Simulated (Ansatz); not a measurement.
Worked example: self-consistent single point of AlCr₂C (P3m1, 8 atoms in the cell) in Ansatz (an electronic-structure program).

Level of theory: PBEsol, default PAW files made with PBE (plane waves; Ansatz).

```xyz
8
Lattice="2.8166 0.0000 0.0000 -1.4083 2.4393 0.0000 0.0000 0.0000 12.5636" Properties=species:S:1:pos:R:3 pbc="T T T"
Al     1.4083     0.8131     3.1909
Al     0.0000     1.6262     9.4227
Cr     0.0000     1.6262     5.2131
Cr     1.4083     0.8131     7.3504
Cr     1.4083     0.8131    11.4949
Cr     0.0000     1.6262     1.0687
C      0.0000     0.0000     6.2818
C      0.0000     0.0000     0.0000
```

Reference input (self-consistent single point, DFT, PBEsol, plane waves, default PAW files made with PBE): basis.ecutwfc = 420 eV; kpoints.mp_grid.grid = 13 13 3; hamiltonian.xc = pbesol; hamiltonian.pseudopotentials = {kind: paw} (the program's default PAW files); scf.occupations.method = gaussian; scf.occupations.width = 0.1 eV. This run's input differs from it in these lines:

Ansatz 0.2 input:
```diff
@@ -17,3 +17,3 @@
 kpoints:
-  mp_grid: { grid: [13, 13, 3] }
+  mp_grid: { grid: [32, 32, 7] }
 hamiltonian:
@@ -22,3 +22,3 @@
 scf:
-  occupations: { method: gaussian, width: 0.1 }
+  occupations: { method: gaussian, width: 0.3 }
 output:
```

Output, abridged:

```
SCF iter   1: F=—  HF=-14941.234696 eV  |F-HF|=—  |Δ(HF+E_count)|=         —  Δρ=1.35e-2  dr2=1.64e-1  ethr=1.77e-3  ⟨swp⟩=5.3  Hψ=100124  notcnv=0
all-band conjugate gradients solve this SCF's bands
preconditioner: auto → Kerker (q_TF=auto, 2.635 Å⁻¹)
SCF iter   2: F=—  HF=-14941.211676 eV  |F-HF|=—  |Δ(HF+E_count)|=   2.30e-2  Δρ=4.70e-3  dr2=2.48e-2  ethr=2.35e-4  ⟨swp⟩=2.1  Hψ=38741  notcnv=0
   [... lines left out ...]
SCF iter   5: F=—  HF=-14941.208527 eV  |F-HF|=—  |Δ(HF+E_count)|=   3.03e-5  Δρ=1.15e-4  dr2=2.60e-5  ethr=6.62e-7  ⟨swp⟩=1.6  Hψ=32602  notcnv=0
SCF iter   6: F=—  HF=-14941.208509 eV  |F-HF|=—  |Δ(HF+E_count)|=   1.82e-5  Δρ=4.13e-5  dr2=5.55e-6  ethr=3.71e-8  ⟨swp⟩=2.2  Hψ=37900  notcnv=0
SCF iter   7: F=—  HF=-14941.208509 eV  |F-HF|=—  |Δ(HF+E_count)|=   3.22e-8  Δρ=1.86e-5  dr2=4.62e-7  ethr=7.92e-9  ⟨swp⟩=1.0  Hψ=28517  notcnv=0
SCF iter   8: F=-14941.208509 eV  HF=-14941.208509 eV  |F-HF|=4.05e-8  |Δ(HF+E_count)|=   5.19e-8  Δρ=4.58e-6  dr2=4.52e-8  ethr=1.43e-10  ⟨swp⟩=5.8  Hψ=101702  notcnv=0
SCF 1 converged in 8 iterations: F = -14941.208509 eV  dr2 = 4.52e-8
Free energy (F): -14941.208509 eV
Internal energy: -14940.906831 eV  (E = F + TS)
E sigma→0 (E₀):  -14941.057670 eV
Entropy (-TS):   -0.301678 eV (-37.710 meV/atom)
Fermi energy:    15.177008 eV
--- Forces (eV/Å), atoms counted from 1 ---
  atom   1  Al    -0.00000000    -0.00000000    -0.51188981
  atom   2  Al     0.00000000     0.00000000    -0.00486702
  atom   3  Cr     0.00000000     0.00000000     0.43442597
  atom   4  Cr    -0.00000000    -0.00000000    -0.20614038
  atom   5  Cr     0.00000000    -0.00000000     0.22607311
  atom   6  Cr     0.00000000     0.00000000    -0.03313392
  atom   7  C      0.00000000     0.00000000     0.04919461
  atom   8  C     -0.00000000    -0.00000000     0.04633872
--- Stress (GPa, compression-positive) ---
       -0.897962       0.000000       0.000000
       -0.000000      -0.897962       0.000000
       -0.000000       0.000000       0.601348
  P = ⅓ Tr σ = -0.3982 GPa (-3.982 kbar)
  The stress holds the Pulay correction. Without it, at fixed plane waves, as pw.x and ABINIT print it: P = -0.6124 GPa
```

The run converged in 8 iterations. Against the reference run the free energy goes down by 16.3 meV/atom, the pressure goes from -0.80 to -0.40 GPa and the largest force moves little (0.502 to 0.512 eV/Å).

The starting cell comes from a database of computed structures (which also holds hypothetical and non-ambient phases and stackings), without a prior relaxation at this level. Its lattice was rescaled by up to half a per cent. One atom was moved a little off its site on purpose. Spin polarisation is off. Ansatz's pressure includes its estimate of the finite-basis (Pulay) stress.

Cost on one core of a shared machine: roughly 3 min.
